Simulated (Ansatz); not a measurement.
Troubleshooting Ansatz (an electronic-structure program): a failed run on SrLaCo2O6 (Fm-3m, 10 atoms in the cell). The aim is a self-consistent single point with DFT, LDA (PW92), plane waves, default PAW files made with PBE.

Cell that was meant: a = 5.4319 Å, b = 5.4319 Å, c = 5.4319 Å, α = 60.00°, β = 60.00°, γ = 60.00°.

Part of the input:

Ansatz 0.2 input:
```yaml
  spin_polarized: true
scf:
  occupations: { method: cold, width: 0.0147 Ry }
  max_iter: 4
output:
  forces: true
  eigenvalues: true
```

The program printed (abridged):

```
SCF iter   1: F=—  HF=-22985.154091 eV  |F-HF|=—  |Δ(HF+E_count)|=         —  Δρ=1.44e-1 (↑5.14e-2 ↓1.44e-1)  dr2=2.13e1  dr2_m=5.95e0  M=3.845 μB ∫|m|=3.886 μB  β_m=0.30  ethr=3.10e-3  ⟨swp⟩=7.2  Hψ=4539  notcnv=0
all-band conjugate gradients solve this SCF's bands
preconditioner: auto → Kerker (q_TF=auto, 2.630 Å⁻¹)
   [... lines left out ...]
SCF iter   3: F=—  HF=-22983.255499 eV  |F-HF|=—  |Δ(HF+E_count)|=   5.04e-1  S|Δr|=    0.00e0  Δρ=3.65e-2 (↑3.65e-2 ↓2.44e-2)  dr2=1.12e0  dr2_m=6.14e-1  M=4.298 μB ∫|m|=4.371 μB  β_m=0.07  ethr=3.10e-3  ⟨swp⟩=6.2  Hψ=8568  notcnv=0
SCF iter   4: F=—  HF=-22983.254300 eV  |F-HF|=—  |Δ(HF+E_count)|=   1.20e-3  S|Δr|=    0.00e0  Δρ=2.91e-2 (↑2.91e-2 ↓2.33e-2)  dr2=6.85e-1  dr2_m=5.07e-1  M=4.179 μB ∫|m|=4.260 μB  β_m=0.13  ethr=1.23e-3  ⟨swp⟩=6.0  Hψ=7575  notcnv=0
Error: did not converge after 4 iterations: dr2 = 6.85e-1 (threshold 1.00e-7), under the density mixer `msr1`, which `scf.mixing.algorithm: auto` chose by the deck's other keys (type `scf.mixing.algorithm: msr1` to keep it); raise `scf.max_iter`, which need not help a stalled SCF, or adjust the mixing (`scf.mixing`) or, under a smearing, its width (`scf.occupations.width`, in either direction: another width is another result); this SCF holds its density and magnetisation to the symmetry operations that it keeps, and cannot end on a state that breaks one of them: if the state sought breaks one, re-run with `crystal.symmetry.detect: false`, without `crystal.symmetry.time_reversal: [...]
```

Find the mistake and give the fix.

The fault is an iteration limit that is too low. The loop is cut before its threshold is met, so whatever is printed at the end is not self-consistent. To fix it, raise the limit, or leave it to the default. The run ended unconverged after 4 iterations.

An input that runs soundly differs in these lines (not the only fix; some lines may just follow from the change or write a value another way):
```diff
-  max_iter: 4
```

With that input, the run converged in 16 iterations: free energy E − TS (on the zero of these files) -22983.1871 eV; Fermi level (on the code's own zero) 11.71 eV; pressure -15.23 GPa; size of the cell's spin moment 3.85 μB (DFT, LDA (PW92), plane waves, default PAW files made with PBE).

On the sound input: the starting cell comes from a database of computed structures (which also holds hypothetical and non-ambient phases and stackings), without a prior relaxation at this level. Its lattice was rescaled by a random factor within 2.5 % of one. The magnetic order is the one reached from the typed start; others were not searched systematically. With a pressure of about -15 GPa the cell is away from its equilibrium volume at this level. Ansatz's pressure includes its estimate of the finite-basis (Pulay) stress. Without the estimate this run gives -16.17 GPa.
